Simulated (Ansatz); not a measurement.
Amorphous Si30N41Lu, 72 atoms at 3.24 g/cm³, one PBE-relaxed geometry, zone centre. Methods: PBE, scalar-relativistic without spin-orbit coupling (Ansatz, a program for electronic structure); r2SCAN, scalar-relativistic without spin-orbit coupling (Ansatz); HSE06, scalar-relativistic without spin-orbit coupling (Ansatz). Plane waves to 420 eV (r2SCAN 500 eV); exact exchange is cut at the cell's faces. At PBE the levels at the filled edge of the gap are localised (band-tail or defect states). The higher rungs were started with moments on some atoms, which died out.

It comes from a melt-quench run on a machine-learned potential (CHGNet), relaxed afterwards by DFT. N atoms were pushed apart under 1.9 Å during the dynamics, to hinder bonds among them. The hot cell started wider than the set density and was brought back towards it in steps. It is the lowest in DFT energy of 2 quenches. It is a model cell: composition and starting density were chosen by hand, and all elements were melted together. No dispersion term was used. Its density started from a set value of 3.24 and ended at 3.24 g/cm³. The quench (nominally 450 K/ps over its main leg) was far faster than any real one, so the model tends to hold more defects than a real film. A cell of this size samples the disorder only roughly. The volume was held where the preparation left it and the shape relaxed, at a PBE pressure of 1.3 GPa. Stress components on the final sampling reach 3.6 GPa. On a 2×2×2 Γ-centred mesh force components of up to 0.15 eV/Å stay, since the relaxation ran on the zone centre alone. Cycles of charging lowered its energy after that relaxation.

The relaxation ran on the zone centre alone. At PBE the level gap is 2.67 eV on a 2×2×2 Γ-centred mesh, and the spacing at the zone centre alone 2.67 eV.

**Question.** What zone-centre spacing does r2SCAN give, roughly?

**Answer.** 3.11 eV (+0.43 eV against PBE).

**Question.** What zone-centre spacing does HSE06 give, roughly?

**Answer.** 3.99 eV (+1.32 eV against PBE).

The highest filled and the lowest empty state spread over these numbers of atoms (participation numbers): PBE: 3.2 and 27.6; r2SCAN: 3.0 and 29.0; HSE06: 3.0 and 29.0.
